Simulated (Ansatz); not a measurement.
AlN (P6_3mc) under biaxial stress in the c plane (compression positive): electron conductivity mass by PBE with spin-orbit coupling, rigid bands (plane waves, PAW; Ansatz, a quantum-chemistry and plane-wave program). The unloaded cell, whose axes the loads refer to:

```
AlN
1.0
    3.11376     0.00000     0.00000
   -1.55688     2.69660     0.00000
    0.00000     0.00000     4.98368
Al N
2 2
Direct
  0.33333   0.66667   0.99651
  0.66667   0.33333   0.49651
  0.33333   0.66667   0.37849
  0.66667   0.33333   0.87849
```

```
biaxial stress in the c plane (compression positive) (GPa)  volume per atom (Å³)  electron conductivity mass (mₑ)
----------------------------------------------------------  --------------------  -------------------------------
-18                                                                        11.10                            0.283
-13.5                                                                      10.94                            0.291
-9                                                                         10.77                            0.298
-4.5                                                                       10.61                                ?
0                                                                          10.46                            0.309
4.5                                                                        10.32                            0.314
9                                                                          10.18                            0.319
```

Question: Fit a straight line to ln(electron conductivity mass) against the load over the rows given, and predict the row at -4.5 GPa.

Answer: The means are x̄ = -4.500 GPa and ȳ = -1.1971; Σ(x − x̄)(y − ȳ) = 2.464 and Σ(x − x̄)² = 567.0, so the slope is 0.435 % per GPa, and the rows given lie within 0.65 % of the line. At -4.5 GPa the line gives 0.302 mₑ; the calculation gives 0.304 mₑ, 0.64 % from it.

Masses are for dilute carriers at 300 K, harmonic means over directions unless an axis is named. Stresses and pressures are the targets of the relaxation. The structure type is held at every load. Geometry: cell and atoms relaxed with PBEsol.
